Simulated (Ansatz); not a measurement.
Bond-angle distributions (per cent of the angles at each element, bins of 10°) of a relaxed model of amorphous Hf10Al10O35 at 6.50 g/cm³. Level of theory: PBE, scalar-relativistic without spin-orbit coupling (plane waves to 420 eV, PAW; Ansatz, an electronic-structure program).

The cell was made by melting and quenching with the CHGNet potential and then relaxed with DFT. O atoms were pushed apart under 1.9 Å during the dynamics, to hinder bonds among them. It is the lowest in DFT energy of 2 quenches. It is a model cell: composition and starting density were chosen by hand, and all elements were melted together. No dispersion term was used. Its density started from a set value of 6.50 and ended at 6.50 g/cm³. The simulated quench (nominally 150 K/ps over its main leg) is rapid and tends to freeze in more defects than a deposited or slowly cooled glass has. Values belong to this one cell and scatter from quench to quench. The volume was free in the relaxation, at fixed shape. Stress components on the final sampling reach 3.8 GPa.

Cut-offs for bonds: Hf-Hf 3.34 Å, Hf-Al 3.00 Å, Hf-O 2.56 Å, Al-Al 2.66 Å, Al-O 2.24 Å, O-O 1.58 Å. Two cations that share two anions don't count as bonded, nor two that share one unless they lie closer than Hf-Hf 3.25 Å, Hf-Al 2.92 Å, Al-Al 2.59 Å.

```tsv
angle (°)	at Hf	at Al	at O
50-60	0	0	0
60-70	4	0	0
70-80	27	1	0
80-90	18	15	3
90-100	12	19	21
100-110	4	32	24
110-120	6	11	14
120-130	4	8	17
130-140	6	4	12
140-150	13	4	6
150-160	4	1	4
160-170	1	1	0
170-180	1	1	0
```

They go with these counts of neighbours within the cut-offs, cation contacts included: Hf mean 6.2, most often 6; Al mean 4.3, most often 4; O mean 3.0, most often 3.
